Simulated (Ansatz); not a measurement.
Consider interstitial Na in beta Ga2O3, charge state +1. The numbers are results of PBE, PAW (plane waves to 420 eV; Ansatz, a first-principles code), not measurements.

Settings: 120 host sites, the relaxed PBE lattice, the Γ point alone, smearing 0.01 eV, spin-restricted, no image-charge correction. Static, classical nuclei. The charge state is imposed; whether it is stable for some Fermi level was not computed. Sites that were not tried may lie lower.

Barriers: single points on a 2×2×2 k-point mesh shifted by half a step at the bands' geometries.

A. several atoms move together, Na the farthest; the atom moves 3.08 Å along (0.00, -1.00, 0.00) of the unit cell; the moving atom starts with neighbours 2 Ga at 2.26; 6 O at 2.14 Å and ends with 2 Ga at 2.26; 6 O at 2.14 Å; the start lies 0.82 eV above the lowest site run; saddle order not checked, on a symmetry element.
B. several atoms move together, Na the farthest; the atom moves 1.77 Å along (0.05, 0.50, 0.13) of the unit cell; the moving atom starts with neighbours 2 Ga at 2.49; O at 1.99, 2 O at 2.15, 2 O at 2.50 Å and ends with 2 Ga at 2.49; O at 1.99, 2 O at 2.15, 2 O at 2.50 Å; saddle order not checked, on a symmetry element.
C. several atoms move together, Na the farthest; the atom moves 3.28 Å along (-0.22, 0.50, 0.06) of the unit cell; the moving atom starts with neighbours 2 Ga at 2.49; O at 1.99, 2 O at 2.15, 2 O at 2.50 Å and ends with 2 Ga at 2.24; 2 O at 2.10, 4 O at 2.16 Å; saddle order not checked.

A band can be held on a symmetry element, so unchecked saddle points there may be too high.

Rank these by forward barrier (lowest first), as PBE, PAW gives it.

B (0.28 eV), A (0.77 eV), C (2.67 eV)
